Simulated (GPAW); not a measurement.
Worked example: self-consistent single point of HfGa3 (I4/mmm, 4 atoms in the cell) in GPAW.

Method of the run: LDA (Perdew-Wang 92), GPAW PAW datasets LDA (gpaw-data 1.0.1) (plane waves; GPAW).

```yaml
crystal:
  lattice:
    - [-1.90136, 1.90136, 4.43784]
    - [1.90136, -1.90136, 4.43784]
    - [1.90136, 1.90136, -4.43784]
  atoms:
    - { symbol: Hf, position: [0.00000, 0.00000, 0.00000] }
    - { symbol: Ga, position: [0.50000, 0.50000, 0.00000] }
    - { symbol: Ga, position: [0.75000, 0.25000, 0.50000] }
    - { symbol: Ga, position: [0.25000, 0.75000, 0.50000] }
```

Reference input (self-consistent single point, DFT PBEsol, plane waves, GPAW PAW datasets PBEsol (made by gpaw-setup)): mode = pw; ecut = 550 eV; xc = PBEsol; kpts = 8 8 8; mesh shift (steps) = 0 0 0; occupations.name = methfessel-paxton; occupations.width = 0.2 eV; occupations.order = 0; nbands = -12; convergence.density = 1e-05 e/electron; symmetry.symmorphic = false; symmetry.tolerance = 0.0005. This run's input differs from it in these lines:

```diff
@@ -15,3 +15,3 @@
 calc = GPAW(mode=PW(550),
-            xc='PBEsol',
+            xc='LDA',
             kpts={'size': (8, 8, 8), 'gamma': True},
```

Its files differ too (potentials: GPAW PAW datasets LDA (gpaw-data 1.0.1)).

The program printed (abridged):

```
     iter     time        total  log10-change:
                         energy   eigst   dens
iter:   1 --:--:--   -21.023281
iter:   2 --:--:--   -21.018347   -1.57  -1.11
iter:   3 --:--:--   -20.956810   -1.67  -1.13
iter:   4 --:--:--   -20.949890   -3.42  -1.89
iter:   5 --:--:--   -20.928519   -2.81  -1.93
iter:   6 --:--:--   -20.929994   -4.49  -2.38
iter:   7 --:--:--   -20.927448c  -3.82  -2.35
iter:   8 --:--:--   -20.927345c  -4.79  -3.02
iter:   9 --:--:--   -20.927354c  -5.77  -3.42
iter:  10 --:--:--   -20.927350c  -5.66  -3.55
iter:  11 --:--:--   -20.927342c  -6.84  -3.53
iter:  12 --:--:--   -20.927341c  -7.86c -3.87
iter:  13 --:--:--   -20.927342c  -7.49c -3.96
iter:  14 --:--:--   -20.927342c  -6.86  -4.08
iter:  15 --:--:--   -20.927342c  -8.49c -4.76
iter:  16 --:--:--   -20.927342c  -9.10c -4.79
iter:  17 --:--:--   -20.927342c  -9.70c -4.90
iter:  18 --:--:--   -20.927342c  -8.83c -4.92
iter:  19 --:--:--   -20.927342c -10.41c -5.13c
Converged after 19 iterations.

Dipole moment: (0.000000, -0.000000, 0.000004) |e|*Ang

Energy contributions relative to reference atoms: (reference = -568065.496797)

Kinetic:        +61.684114
Potential:      -49.946495
External:        +0.000000
XC:             -32.189757
Entropy (-ST):   -0.022375
Local:           -0.464015
SIC:             +0.000000
--------------------------
Free energy:    -20.938529
Extrapolated:   -20.927342

Showing only first 2 kpts
 Kpt  Band  Eigenvalues  Occupancy
  0     8      7.45701    2.00000
  0     9      7.45701    2.00000
  0    10      9.04915    0.46167
  0    11     11.22655    0.00000

  1     8      7.00611    2.00000
  1     9      7.66602    2.00000
  1    10      8.58105    1.98994
  1    11     11.10479    0.00000

Fermi level: 8.94505

No gap
No difference between direct/indirect transitions
Energy (eV): -20.927342

Forces in eV/Ang:
  0 Hf   -0.00000   -0.00000    0.00000
  1 Ga    0.00000    0.00000    0.00000
  2 Ga    0.00000    0.00000    0.00000
  3 Ga    0.00000    0.00000    0.00000

Stress tensor:
    -0.008389     0.000000     0.000000
     0.000000    -0.008389     0.000000
     0.000000     0.000000    -0.002280
Stress (GPa, Voigt): [-1.3441 -1.3441 -0.3653  0.      0.      0.    ]
```

The run converged in 19 iterations. GPAW prints stress with tension positive. Against the reference run the pressure goes from 5.04 to 1.02 GPa.

The starting cell comes from a database of computed structures (which also holds hypothetical and non-ambient phases and stackings), without a prior relaxation at this level. Its lattice was rescaled by a random factor within 2.5 % of one.

Cost on one core of a shared machine: roughly 4 min.
